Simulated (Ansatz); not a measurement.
Input:

End structure of a constructed model of the (100) surface of rock-salt TiN, a layer of Ta, one atom over each Ti (bottom of the slab: a bare face, its two planes held):

```xyz
13
Lattice="3.0030 0.0000 0.0000 0.0000 3.0030 0.0000 0.0000 0.0000 30.5000" Properties=species:S:1:pos:R:3 pbc="T T T"
N      0.0000     0.0000     8.2314
Ti     1.5015     1.5015     8.2314
N      1.5015     1.5015    10.3548
Ti     0.0000     0.0000    10.3548
N      0.0000     0.0000    12.4819
Ti     1.5015     1.5015    12.4967
N      1.5015     1.5015    14.6039
Ti     0.0000     0.0000    14.6041
N      0.0000     0.0000    16.7783
Ti     1.5015     1.5015    16.7604
N      1.5015     1.5015    18.8053
Ti     0.0000     0.0000    18.9881
Ta     0.0000     0.0000    21.8650
```

Model: 13-atom slab, 14.0 Å thick at the start with caps and adatoms, 12x12x1 mesh, Fermi-Dirac 0.1 eV, dipole correction, 4 atoms held, the rest relaxed; symmetry of the start imposed; no spin, no spin-orbit, no U. In PBE it lies 2.39 eV a 1x1 cell over the lowest computed structure of the same composition (a layer of Ta, one atom over each N).

Q: Predict the work function of the top face from PBE (Ansatz, an electronic-structure program).

A: 4.22 eV
